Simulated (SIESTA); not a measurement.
A self-consistent single point of TiSi2 (Cmcm, 6 atoms in the cell) with SIESTA.

Computed with SIESTA with LDA PW92, numerical atomic orbitals DZP, PseudoDojo LDA standard norm-conserving potentials (rewritten from UPF to PSML).

```
TiSi2
1.0
    1.77570    -6.79984     0.00000
    1.77570     6.79984     0.00000
    0.00000     0.00000     3.58656
Ti Si
2 4
Direct
  0.89688   0.10312   0.75000
  0.10312   0.89688   0.25000
  0.55825   0.44175   0.75000
  0.44175   0.55825   0.25000
  0.24969   0.75031   0.75000
  0.75031   0.24969   0.25000
```

Reference input (self-consistent single point, DFT, GGA PBE, numerical atomic orbitals DZP, PseudoDojo PBE standard norm-conserving potentials (rewritten from UPF to PSML)): XC.functional = GGA; XC.authors = PBE; potentials = PseudoDojo PBE standard; PAO.BasisSize = DZP; PAO.EnergyShift = 0.01 Ry; MeshCutoff = 400 Ry; kgrid.MonkhorstPack = 7 7 7; OccupationFunction = MP; OccupationMPOrder = 0; ElectronicTemperature = 200 meV; MaxSCFIterations = 150; SCF.Mixer.Method = Broyden. This run's input differs from it in these lines:

```diff
@@ -1,2 +1,2 @@
-# files in the folder: Ti.psml Si.psml (PseudoDojo PBE standard)
+# files in the folder: Ti.psml Si.psml (PseudoDojo LDA standard)
 SystemName  TiSi2
@@ -26,4 +26,4 @@
 
-XC.functional                GGA
-XC.authors                   PBE
+XC.functional                LDA
+XC.authors                   PW92
 PAO.BasisSize                DZP
```

Output (repeated stretches shortened):

```
        iscf     Eharris(eV)        E_KS(eV)     FreeEng(eV)     dDmax    Ef(eV) dHmax(eV)
   scf:    1    -3658.681335    -3691.670121    -3691.699749  1.737461 -4.424928  8.675109
   scf:    2    -3696.531795    -3694.461852    -3694.491784  0.076496 -4.664360  4.916859
   scf:    3    -3696.097330    -3695.661600    -3695.693110  0.089418 -4.977242  0.925871
   scf:    4    -3695.815292    -3695.762241    -3695.793982  0.023047 -5.031924  0.636214
   scf:    5    -3694.977785    -3695.522350    -3695.555752  0.058950 -5.291830  2.123234
   [... 7 lines left out ...]
   scf:   13    -3695.813229    -3695.813229    -3695.845501  0.000040 -5.121419  0.000504
   scf:   14    -3695.813228    -3695.813229    -3695.845501  0.000024 -5.121415  0.000331
   scf:   15    -3695.813228    -3695.813229    -3695.845501  0.000015 -5.121412  0.000226
   scf:   16    -3695.813228    -3695.813228    -3695.845501  0.000009 -5.121407  0.000164
SCF Convergence by DM+H criterion
max |DM_out - DM_in|         :     0.0000092614
max |H_out - H_in|      (eV) :     0.0001635620
SCF cycle converged after 16 iterations

Using DM_out to compute the final energy and forces

siesta: E_KS(eV) =            -3695.8132

siesta: E_KS - E_eggbox =     -3695.8132

siesta: Atomic forces (eV/Ang):
     1   -0.000000    0.111065   -0.000000
     2   -0.000000   -0.111065    0.000000
     3   -0.000000   -0.118396   -0.000000
     4   -0.000000    0.118396    0.000000
     5   -0.000000   -0.008555   -0.000000
     6    0.000000    0.008555    0.000000
   Tot   -0.000000    0.000000    0.000000
   Max    0.118396
   Res    0.054187    sqrt( Sum f_i^2 / 3N )
   Max    0.118396    constrained

   [... lines left out ...]
siesta: FreeEng =     -3695.845501
   [... lines left out ...]
siesta:     0.049109    0.000000    0.000000
siesta:     0.000000    0.047234    0.000000
siesta:    -0.000000    0.000000    0.048120

siesta: Cell volume =         86.611443 Ang**3

siesta: Pressure (static):
siesta:                Solid            Molecule  Units
siesta:          -0.00052447         -0.00047964  Ry/Bohr**3
siesta:          -0.04815462         -0.04403815  eV/Ang**3
siesta:         -77.15220292        -70.55689383  kBar
```

The run converged in 16 iterations. Against the reference run the pressure goes from -0.48 to -7.72 GPa and the largest force goes from 0.203 to 0.118 eV/Å.

The starting cell comes from a database of computed structures (which also holds hypothetical and non-ambient phases and stackings), without a prior relaxation at this level. Its lattice was rescaled by a random factor within 2.5 % of one. Spin polarisation is off. Values carry the incompleteness of an atom-centred basis. With a pressure of about -8 GPa the cell is away from its equilibrium volume at this level.

Cost on one core of a shared machine: roughly 3 min.
